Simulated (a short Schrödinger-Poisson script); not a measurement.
From a short Schrödinger-Poisson script (our own, NumPy): one-band effective-mass equation with BenDaniel-Duke matching, electrons, heavy and light holes apart, hard walls at the outer ends, one valence edge for both holes (no strain splitting), no charge, excitons, band mixing or non-parabolicity; under a field the levels are quasi-bound states of a box, listed while three quarters of their weight lies within 4 nm of the wells.

System: single GaN/Al0.2Ga0.8N quantum well.

From the first side: 12 nm Al0.2Ga0.8N; 1.5 nm GaN, built-in field 1400 kV/cm; 12 nm Al0.2Ga0.8N.

Constants are typed, rounded textbook-type inputs, not results; the design itself was drawn at random and stands for no fabricated device. GaN: direct gap (eV) 3.43, conduction-band edge (eV) 0, electron mass (mₑ) 0.2, heavy-hole mass 1.9, light-hole mass 0.33. Al0.2Ga0.8N: direct gap (eV) 3.804, conduction-band edge (eV) 0.262, electron mass (mₑ) 0.224, heavy-hole mass 2.2, light-hole mass 0.4.

The valence-band edge of each layer lies one gap below its conduction-band edge. The electron's potential energy rises along the stack by the applied field and, inside the well alone, by the built-in field (unscreened; none in the barriers). Mesh 0.03 nm at interfaces.

Give the squared e1-hh1 overlap at zero applied field; the e1-hh1 transition at zero applied field (eV).

squared e1-hh1 overlap at zero applied field: 0.36; e1-hh1 transition at zero applied field (eV): 3.551. Excitons, screening of the built-in field, fields in the barriers and alloy fluctuations are left out, and strain enters only through the typed gaps and offsets, so measured lines lie elsewhere.
